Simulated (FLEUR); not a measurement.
```yaml
crystal:
  lattice:
    - [0.00000, 3.73060, 3.73060]
    - [3.73060, 0.00000, 3.73060]
    - [3.73060, 3.73060, 0.00000]
  atoms:
    - { symbol: Ga, position: [0.00000, 0.00000, 0.00000] }
    - { symbol: Sb, position: [0.25000, 0.25000, 0.25000] }
    - { symbol: Sb, position: [0.75000, 0.75000, 0.75000] }
    - { symbol: Sb, position: [0.50000, 0.50000, 0.50000] }
```

Level of theory: PBEsol, all-electron FLAPW (FLEUR), scalar-relativistic valence with spin-orbit coupling in second variation (FLEUR).

The set-up and first iterations of a FLEUR log for GaSb₃ (Fm-3m, 4 atoms in the cell):

```
      Welcome to FLEUR        (www.flapw.de)
      MaX-Release 8.1          (www.max-centre.eu)

 ========== k-point set info ==========
 Selected k-point list: default-1
 k-point list type: mesh
 9 x 9 x 9
 Number of k points: 105

 ------------Calculation Setup---------------------------
           1           3           5           7          15          21          35         105
 Number of basis functions:          678
 Iteration:     1   Distance:       2.88863054 me/bohr^3
 Iteration:     2   Distance:       2.69094167 me/bohr^3
 Iteration:     3   Distance:       1.19677257 me/bohr^3
 Iteration:     4   Distance:       0.31235171 me/bohr^3
 Iteration:     5   Distance:       0.23312229 me/bohr^3
```

Q: How does the run end?

A: The run converged in 33 iterations. Convergence of the loop says nothing yet on basis, mesh or lower states. It ends on: total energy -581919.3293 eV; Fermi level (on the code's own zero) 7.70 eV. The log goes on:

```
   [... 24 lines left out ...]
 Iteration:    30   Distance:       0.00002526 me/bohr^3
 Iteration:    31   Distance:       0.00001807 me/bohr^3
 Iteration:    32   Distance:       0.00002166 me/bohr^3
 Iteration:    33   Distance:       0.00000734 me/bohr^3
 Run finished successfully
 Stop message:
   all done

[file out, last iteration]
             iter=     33
[...]
          total density-effective poten   -3.5374236034E+04
          total charge density-energy d   -5.7783186060E+02
 Updated energy parameters for spin:           1
[...]
 fermi energy and band-weighting factors:
   [... 20 lines left out ...]

[...]
FERMIE:
          first approx. to ef    (T=0)  :   0.282159 htr   (energy of the highest occ. eigenvalue)
          number of occ. states  (T=0)  :       6093
          first approx. to seigv (T=0)  : -48.613814 htr
          sum of weights of occ. states :  58.005487
          sum of semicore charge        :   0.000000 e
          fermi energy=   0.28286 har   work function=  -7.69703 ev
          number of valence electrons= 116.00000
     band-weighting factor for spin=    1
     k-point=    1
   [... 9 lines left out ...]
     k-point=    2
   [... 9 lines left out ...]
     k-point=    3
   [... lines left out ...]
   [... 9 lines left out ...]
     k-point=    9
   [... 9 lines left out ...]
     k-point=   10
   [... 9 lines left out ...]
     k-point=   11
   [... 9 lines left out ...]
     k-point=   12
   [... 9 lines left out ...]
     k-point=   13
   [... 9 lines left out ...]
     k-point=   14
   [... 9 lines left out ...]
     k-point=   15
   [... 9 lines left out ...]
     k-point=   16
   [... 9 lines left out ...]
     k-point=   17
   [... 9 lines left out ...]
     k-point=   18
   [... 6 lines left out ...]
```

The starting cell comes from a database of computed structures (which also holds hypothetical and non-ambient phases and stackings), without a prior relaxation at this level. Values depend on the basis (sphere radii, cutoffs, local orbitals), which need not be converged. No gap is read from this output.

The run was DFT, PBEsol, all-electron FLAPW (FLEUR), scalar-relativistic valence with spin-orbit coupling in second variation. Main settings of its input:

```
setting                        value
--------------------  --------------
Kmax                      3.8 1/bohr
GmaxXC                   13.3 1/bohr
xcFunctional                    PBEs
jspins                             1
l_soc                              T
mode                           gauss
fermiSmearingEnergy   0.00499791 Htr
mesh (inpgen div1-3)           9 9 9
inpgen gamma flag              false
Gmax                     13.3 1/bohr
numbands                           0
maxIterBroyd                      25
```
